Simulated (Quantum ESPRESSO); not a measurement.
Quantum ESPRESSO 7.5, DFT, PBE, plane waves, SSSP 1.1.2 efficiency PBE: fcc Ni with 3 Al on Ni sites, atoms displaced (Ni5Al3), unrelaxed at the host's lattice constant, 8 atoms, spin-polarised from a ferromagnetic start (nspin = 2, starting_magnetization 0.1 on Ni), ending non-magnetic. Basis and mesh were picked for this test and aren't claimed converged.

cell: 4.98, 4.98, 4.98 Å; 60, 60, 60°
distance to the nearest atom: 2.41 to 2.45 Å
task: scf
k mesh: 3×3×3
ecutwfc: 45 Ry
ecutrho: 360 Ry
occupations: smearing
smearing: mv
degauss: 0.02 Ry
conv_thr: 8e-09 Ry
tprnfor: true
tstress: false
k-point pools (-nk): 8
diagonalization: david (default)
k-points computed (for each spin): 14
bands: 60
electrons: 99
G-vectors of the density: 68105
FFT grid: 60×60×60

One run each.

All on 8 ranks. Base settings, kept where nothing else is said: mixing_mode = plain (default), mixing_beta = 0.7 (default), mixing_ndim = 8 (default). The settings tried:
- mixing_mode = local-TF, mixing_beta = 0.1
- mixing_ndim = 2
- the base settings
- mixing_mode = local-TF, mixing_beta = 0.4
- mixing_beta = 0.2
- mixing_beta = 1
- mixing_mode = TF, mixing_beta = 0.4
- mixing_beta = 0.4
- mixing_mode = TF, mixing_beta = 0.1
- mixing_mode = TF, mixing_beta = 1
- mixing_mode = local-TF
- mixing_mode = TF, mixing_beta = 0.2
- mixing_mode = local-TF, mixing_beta = 0.2
- mixing_beta = 0.1
- mixing_mode = TF

Task: Name the extremes by SCF iterations: fewest, most, and any that don't converge.

Result: Fewest SCF iterations, with those close behind: mixing_mode = local-TF (23); mixing_mode = local-TF, mixing_beta = 0.4 (25); mixing_mode = TF (26). Most among those that reach the base run's result: mixing_mode = local-TF, mixing_beta = 0.1 (53); mixing_beta = 0.1 (48). No convergence: mixing_ndim = 2 (not converged after the 100 iterations allowed).

```tsv
setting	SCF iterations	end
mixing_mode = local-TF	23	converged
mixing_mode = local-TF, mixing_beta = 0.4	25	converged
mixing_mode = TF	26	converged
mixing_mode = TF, mixing_beta = 0.4	27	converged
mixing_mode = TF, mixing_beta = 1	27	converged
the base settings	30	converged
mixing_mode = local-TF, mixing_beta = 0.2	31	converged
mixing_beta = 0.4	32	converged
mixing_beta = 1	35	converged
mixing_mode = TF, mixing_beta = 0.2	37	converged
mixing_beta = 0.2	42	converged
mixing_mode = TF, mixing_beta = 0.1	43	converged
mixing_beta = 0.1	48	converged
mixing_mode = local-TF, mixing_beta = 0.1	53	converged
mixing_ndim = 2	100	not converged
```

2 planned settings were not run, for want of time.
